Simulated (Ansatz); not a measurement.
# PbSe, response to strain

The parent structure is PbSe in the rock salt structure (space group Fm-3m, No. 225; a = 6.178 Å).

Strains are applied to the cell and any free atomic positions relax.

Calculations: Ansatz (a first-principles code), r2SCAN, PAW, cutoff 500 eV, without spin-orbit coupling.

Notes on the quantities. energy relative to the base: free energy F.

```tsv
case	pressure	band gap	energy relative to the base	electron mass	hole mass
base	-0.01 GPa	0.67 eV	0 meV/atom	0.19 mₑ along k, 0.14 mₑ across (at L)	0.24 mₑ along k, 0.11 mₑ across (at L)
isotropic strain +0.50 %	-0.75 GPa	0.71 eV	+1.1 meV/atom	0.20 mₑ along k, 0.14 mₑ across (at L)	0.26 mₑ along k, 0.12 mₑ across (at L)
isotropic strain +1.00 %	(withheld)	(withheld)	+4.2 meV/atom	0.21 mₑ along k, 0.14 mₑ across (at L)	0.28 mₑ along k, 0.12 mₑ across (at L)
isotropic strain +1.50 %	-2.09 GPa	0.80 eV	+9.2 meV/atom	(withheld)	0.30 mₑ along k, 0.13 mₑ across (at L)
isotropic strain +2.00 %	(withheld)	0.84 eV	+16 meV/atom	0.23 mₑ along k, 0.14 mₑ across (at L)	0.32 mₑ along k, 0.13 mₑ across (at L)
isotropic strain +2.50 %	-3.24 GPa	0.88 eV	+25 meV/atom	0.24 mₑ along k, 0.14 mₑ across (at L)	0.34 mₑ along k, 0.14 mₑ across (at L)
isotropic strain +3.00 %	-3.76 GPa	0.91 eV	+35 meV/atom	0.25 mₑ along k, 0.14 mₑ across (at L)	0.36 mₑ along k, 0.14 mₑ across (at L)
```

Task: What belongs in the blanks?

Result: 
- isotropic strain +1.00 %, pressure: -1.44 GPa
- isotropic strain +1.00 %, band gap: 0.76 eV
- isotropic strain +1.50 %, electron mass: 0.22 mₑ along k, 0.14 mₑ across (at L)
- isotropic strain +2.00 %, pressure: -2.69 GPa

With Pb present, leaving out spin-orbit coupling can change the band edges. Effective masses come from finite differences of ±0.01 Å⁻¹. Along k means along the line from Γ to the band edge. Whether these cells are dynamically stable was not tested.
